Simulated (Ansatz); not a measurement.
## TiSi2 under a change: pressure 15 GPa

Consider TiSi$_{2}$ (space group Cmcm, No. 63; a = 3.5149 Å, b = 13.3480 Å, c = 3.5571 Å).

Perturbation: a hydrostatic pressure of 15 GPa.

Method: PBEsol (Ansatz, a program for electronic structure, PAW, scalar-relativistic without spin-orbit coupling). Γ-centred 14×14×13 mesh, Fermi–Dirac width 0.05 eV.

The volume per atom decreases by 1.20 Å³ (13.91 Å³ → 12.71 Å³) and the shortest interatomic distance drops by 0.035 Å (2.394 Å → 2.359 Å). The enthalpy H = E + PV relative to the base's energy is +1.24 eV/atom and the band gap stays zero.

Final structure:

```
TiSi2
1.0
    1.71468    -6.39478     0.00000
    1.71468     6.39478     0.00000
    0.00000     0.00000     3.47763
Si Ti
4 2
Direct
  0.93768   0.06232   0.75000
  0.06232   0.93768   0.25000
  0.25067   0.74933   0.75000
  0.74933   0.25067   0.25000
  0.60081   0.39919   0.75000
  0.39919   0.60081   0.25000
```

Load acts through the strain it causes; cell and atoms are relaxed under it. Whether these cells are dynamically stable was not tested. No other phases were tried under pressure. All final runs are without spin polarisation.
